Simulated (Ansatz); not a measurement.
MnGe2 (model structure, started from the MoSi2 type, I4/mmm, No. 139, 3 atoms in the cell)

Calculation: PBEsol in Ansatz (PAW).

Numerical settings: plane-wave cutoff 500 eV, 18×18×18 k mesh, Fermi–Dirac smearing 0.05 eV, spin-polarised with parallel moments, scalar-relativistic PAW data made under PBE.

Cell (relaxed at this level):

```xyz
3
Lattice="-1.6010 1.6010 3.9284 1.6010 -1.6010 3.9284 1.6010 1.6010 -3.9284" Properties=species:S:1:pos:R:3 pbc="T T T"
Mn     0.0000     0.0000     0.0000
Ge     0.0000     0.0000     2.6778
Ge     0.0000     0.0000     5.1790
```

```yaml
band_gap: none
```

Note: the magnetic order was assumed, not searched for or taken from measurement; the moments ended far under their starting size, a low-moment state that need not be the lowest; the relaxation could raise the start's symmetry but not lower it, so the cell can be a saddle point.

Spin–orbit coupling is not included.

The computed numbers hold no vibrational or temperature effects.

Cost on a shared machine: roughly 5 core-minutes.

A model structure was made by putting elements into a prototype or built by hand; it is no filed structure, need not be a known phase, and can be a saddle point held by its symmetry.

Ansatz is an electronic-structure program.
